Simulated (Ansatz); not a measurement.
Start from BeSe in the zinc blende structure (space group F-43m, No. 216; a = 5.129 Å).

The other end (x = 1) is BSe in the zinc blende structure (space group F-43m, No. 216; a hypothetical phase, not in the database extracts checked): 14.69 Å³/atom, gap zero; this end may not be an ambient phase.

Computed with Ansatz (a quantum-chemistry and plane-wave program) PBEsol, scalar-relativistic without spin-orbit coupling.

B replaces a fraction x of Be; each row is one arrangement (x, atoms in the cell, starting space group or random), fully relaxed.

One change was made to it. Results:

The mean first-shell distances is Be–Se 2.242 Å (end compound 2.221 Å), B–Se 2.109 Å (end compound 2.121 Å); the band gap changes from 2.47 eV to zero; the mixing energy is -0.02 eV/atom (to 0.01 eV only: unlike meshes or grids) (against an end that may be hypothetical); the volume per atom decreases by 0.917 Å³ (16.86 Å³ → 15.95 Å³).

Question: Which of these changes matches the shifts?
(A) x(B) = 0.5, 8 atoms, P-4m2
(B) x(B) = 0.333, 6 atoms, Imm2
(C) x(B) = 0.5, 8 atoms, I-42d

Answer: B, x(B) = 0.333, 6 atoms, Imm2. For comparison, the mixing energy in the other runs: x(B) = 0.5, 8 atoms, P-4m2 gives -0.06 eV/atom; x(B) = 0.5, 8 atoms, I-42d gives +0.05 eV/atom.

Each cell is one ordered arrangement of few atoms, which overstates ordering effects compared with a random alloy. Whether these cells are dynamically stable was not tested. The final runs are not spin-polarised. An odd electron count without spin: Be2BSe3 and BSe. Under x(B) = 0.333, 6 atoms, Imm2 and x(B) = 0.5, 8 atoms, P-4m2 the cell changed shape so far that it is another structure.
